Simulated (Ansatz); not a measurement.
```
CELL_PARAMETERS angstrom
      6.07568     0.00000     0.00000
      0.00000     6.07568     0.00000
      3.03784    -3.03784     5.49774
ATOMIC_POSITIONS crystal
  Cd 0.00000 0.00000 0.00000
  Cd 0.25000 0.25000 0.50000
  Ge 0.50000 0.50000 0.00000
  Ge 0.75000 0.75000 0.50000
  As 0.62500 0.40171 0.25000
  As 0.40171 0.12500 0.75000
  As 0.12500 0.84829 0.25000
  As 0.84829 0.62500 0.75000
```

No spin polarisation.

The values are results of Kohn–Sham DFT with the PBEsol functional, run in Ansatz (an electronic-structure program) with PAW and 420 eV plane waves, no SOC, not measurements. k-mesh 8×8×8 (Γ-centred); smearing 0.05 eV (Fermi–Dirac).

**Question.** Predict the space group and in-plane stress.

**Answer.** The space group is I-42d (No. 122) and the mean in-plane stress (compression positive) comes out as -1.6 GPa.

The cells carry an imposed strain or load. Whether these cells are dynamically stable was not tested. The cell was made from CdGeAs2 in the chalcopyrite structure (space group I-42d, No. 122) by this change: biaxial strain +2.25 %, plane normal [001], relaxed out of plane.
